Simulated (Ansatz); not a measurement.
## Response to strain in hypothetical rock salt BeS

Start from BeS in the rock salt structure (space group Fm-3m, No. 225; a = 4.590 Å; a hypothetical phase, not in the database extracts checked). Axes: x, y, z lie along the cube axes.

Strains are applied to the cell and any free atomic positions relax; under biaxial strain the out-of-plane vector relaxes too.

Levels (all Ansatz, a program for electronic structure, PAW): PBEsol (420 eV, no spin-orbit coupling); r2SCAN (500 eV, no spin-orbit coupling); HSE06 (420 eV, no spin-orbit coupling).

Band gaps by level, all at the geometries relaxed with PBEsol:

```csv
case,PBEsol,r2SCAN,HSE06
base,0.95 eV,1.34 eV,1.75 eV
"biaxial strain −3.51 %, plane normal [001], relaxed out of plane",0.62 eV,0.97 eV,1.40 eV
isotropic strain +1.45 %,0.93 eV,1.33 eV,1.73 eV
uniaxial strain ε_xx = −4.65 %,0.59 eV,0.95 eV,1.37 eV
tensor shear ε_xz = +0.21 %,0.92 eV,1.31 eV,1.73 eV
tensor shear ε_yz = −3.56 %,0.32 eV,0.69 eV,1.11 eV
tensor shear ε_xy = −0.97 %,0.82 eV,1.22 eV,1.63 eV
```

Single points use the geometry relaxed with PBEsol. HSE06 gaps are upper bounds (no full band path). No phonon test of stability was made.
